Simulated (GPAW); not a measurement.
Worked example: self-consistent single point of MnAu (Pm-3m, 2 atoms in the cell) in GPAW.

Method of the run: LDA (Perdew-Wang 92), GPAW PAW datasets LDA (gpaw-data 1.0.1) (plane waves; GPAW 25.7.0).

The change in words: lattice scaled by 0.98. Reference geometry:
```yaml
crystal:
  lattice:
    - [3.20776, 0.00000, 0.00000]
    - [0.00000, 3.20776, 0.00000]
    - [0.00000, 0.00000, 3.20776]
  atoms:
    - { symbol: Mn, position: [0.50000, 0.50000, 0.50000], spin: 4.0 }
    - { symbol: Au, position: [0.00000, 0.00000, 0.00000] }
```
(The spins are starting values, not results.)

Reference input (self-consistent single point, DFT LDA (Perdew-Wang 92), plane waves, GPAW PAW datasets LDA (gpaw-data 1.0.1)): spinpol = true; mode = pw; ecut = 850 eV; xc = LDA; kpts = 10 10 10; mesh shift (steps) = 0 0 0; occupations.name = fermi-dirac; occupations.width = 0.05 eV; nbands = -8; convergence.density = 1e-05 e/electron; symmetry.symmorphic = false; symmetry.tolerance = 0.0005. This run's input differs from it in these lines:

```diff
@@ -5,5 +5,5 @@
 atoms = Atoms(['Mn', 'Au'],
-              cell=[[3.207760, 0.000000, 0.000000],
-                    [0.000000, 3.207760, 0.000000],
-                    [0.000000, 0.000000, 3.207760]],
+              cell=[[3.143605, 0.000000, 0.000000],
+                    [0.000000, 3.143605, 0.000000],
+                    [0.000000, 0.000000, 3.143605]],
               scaled_positions=[[0.500000, 0.500000, 0.500000],
```

Output (repeated stretches shortened):

```
     iter     time        total  log10-change:  magmom
                         energy   eigst   dens
iter:   1 --:--:--   -16.746037                   +4.0034
iter:   2 --:--:--   -15.664855   -1.28  -1.38    +3.7121
iter:   3 --:--:--   -14.962204   -1.92  -1.51    +3.6912
iter:   4 --:--:--   -14.848375   -1.65  -1.64    +3.7118
iter:   5 --:--:--   -14.705700   -2.64  -1.84    +3.7450
iter:   6 --:--:--   -14.831630   -2.69  -2.17    +3.7921
iter:   7 --:--:--   -14.724798   -2.67  -1.98    +3.8769
iter:   8 --:--:--   -14.701005   -3.19  -2.47    +3.8854
iter:   9 --:--:--   -14.701231   -4.53  -3.46    +3.8917
   [... lines left out ...]
iter:  12 --:--:--   -14.701848c  -5.36  -3.64    +3.8935
iter:  13 --:--:--   -14.701182c  -4.72  -3.36    +3.8935
iter:  14 --:--:--   -14.701280c  -5.44  -3.69    +3.8935
iter:  15 --:--:--   -14.701270c  -7.41c -3.97    +3.8930
iter:  16 --:--:--   -14.701253c  -7.01  -3.94    +3.8912
iter:  17 --:--:--   -14.701225c  -7.10  -4.16    +3.8909
iter:  18 --:--:--   -14.701180c  -5.93  -4.16    +3.8909
iter:  19 --:--:--   -14.701180c  -7.86c -4.62    +3.8908
iter:  20 --:--:--   -14.701179c  -8.03c -4.64    +3.8919
iter:  21 --:--:--   -14.701179c  -8.29c -4.77    +3.8919
iter:  22 --:--:--   -14.701179c  -9.26c -5.18c   +3.8918
Converged after 22 iterations.

Dipole moment: (0.000000, 0.000000, 0.000000) |e|*Ang

Total magnetic moment: (0.000000, 0.000000, 3.891843)
Local magnetic moments:
   0 Mn ( 0.000000,  0.000000,  3.573992)
   1 Au ( 0.000000,  0.000000,  0.095053)

Energy contributions relative to reference atoms: (reference = -547769.044909)

Kinetic:         -5.908958
Potential:       +5.624007
External:        +0.000000
XC:             -14.749539
Entropy (-ST):   -0.014163
Local:           +0.340393
SIC:             +0.000000
--------------------------
Free energy:    -14.708261
Extrapolated:   -14.701179

Spin contamination: 0.055400 electrons
Showing only first 2 kpts
                      Up                     Down
 Kpt  Band  Eigenvalues  Occupancy  Eigenvalues  Occupancy
  0    11      7.12084    1.00000      9.87641    0.00000
   [... lines left out ...]

Fermi level: 9.25345

No gap
No difference between direct/indirect transitions
Energy (eV): -14.701179

Forces in eV/Ang:
  0 Mn   -0.00000    0.00000   -0.00000
  1 Au    0.00000    0.00000    0.00000

Stress tensor:
     0.019838     0.000000     0.000000
     0.000000     0.019838     0.000000
     0.000000     0.000000     0.019838
Stress (GPa, Voigt): [3.1784 3.1784 3.1784 0.     0.     0.    ]
```

The run converged in 22 iterations. GPAW prints stress with tension positive. Against the reference run the free energy drops by 41.5 meV/atom, the pressure goes from -10.30 to -3.18 GPa and the size of the net moment goes from 2.01 to 1.95 μB/atom.

The starting cell comes from a database of computed structures (which also holds hypothetical and non-ambient phases and stackings), without a prior relaxation at this level. For this run, on top of that: lattice scaled by 0.98. With one magnetic atom in the cell only a parallel order is possible. With a pressure of about -3 GPa the cell is away from its equilibrium volume at this level.

Cost on one core of a shared machine: roughly 2 min.
